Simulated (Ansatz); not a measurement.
We consider cubic perovskite CsSnI3 (cubic high-temperature phase), described by PBE-D3(BJ) (plane waves, PAW; Ansatz, an electronic-structure program).

Run with plane-wave cutoff 520 eV, 6×6×6 k mesh, Fermi–Dirac smearing 0.01 eV, scalar-relativistic PAW data made under PBE.

The cell is scaled about its equilibrium volume:

```tsv
V (Å³/atom)	P (GPa)	smallest gap on the k mesh (eV)
44.423	1.24	0.000
45.368	0.80	0.069
46.313	0.38	0.169
47.259	0.00	0.263
48.204	-0.34	0.352
49.149	-0.64	0.436
50.094	-0.91	0.515
```

Note: the relaxation could not lower the start's symmetry, so the cell can be a saddle point above a distorted one.

Spin–orbit coupling is not included; it can close the smallest gap of 0.26 eV.
